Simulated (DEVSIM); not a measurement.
System: abrupt GaAs n-p junction, at 300 K.

```tsv
layer (left to right)	material	thickness (μm)	Nd (cm⁻³)	Na (cm⁻³)	τn (s)	τp (s)
1	GaAs	0.130	8.3e16	-	4.6e-9	4.6e-9
2	GaAs	6.00	-	5.8e15	4.6e-9	4.6e-9
```

Left contact: ohmic. Right contact: ohmic. Voltage is applied to the left contact. Recombination: SRH at mid-gap, radiative, Auger. Mobility is constant in doping.

Constants are typed, rounded textbook-type inputs, not results; the design itself was drawn at random and stands for no fabricated device. Values at 300 K.

```
parameter        GaAs
-------------  ------
gap (eV)        1.424
affinity (eV)    4.07
permittivity     12.9
Nc (cm⁻³)      4.7e17
Nv (cm⁻³)        9e18
μn (cm²/Vs)      8500
μp (cm²/Vs)       400
B (cm³/s)       2e-10
Cn (cm⁶/s)      1e-30
Cp (cm⁶/s)      1e-30
```

Simulated with DEVSIM: 1D drift-diffusion, Boltzmann statistics, complete ionisation; no tunnelling, impact ionisation, image-force lowering or self-heating.

The doping Nd of layer 1 was swept, all else fixed.

```
doping Nd of layer 1 (cm^-3)  largest field in the device at zero bias (V/cm)  dark forward voltage at 1 A/cm² (V)  dark forward voltage at 100 A/cm² (V)  potential step across the device at zero bias (V)
----------------------------  -----------------------------------------------  -----------------------------------  -------------------------------------  -------------------------------------------------
2.5e15                                                                  33000                                    ?                                      ?                                              1.099
8.3e15                                                                  35000                                0.930                                  1.119                                              1.130
2.5e16                                                                  38000                                0.953                                  1.108                                              1.158
8.3e16                                                                  42000                                0.962                                  1.101                                              1.189
```

**Question.** Some entries are withheld; supply them.

**Answer.** 
- 2.5e15, dark forward voltage at 1 A/cm² (V): 0.893
- 2.5e15, dark forward voltage at 100 A/cm² (V): 1.131
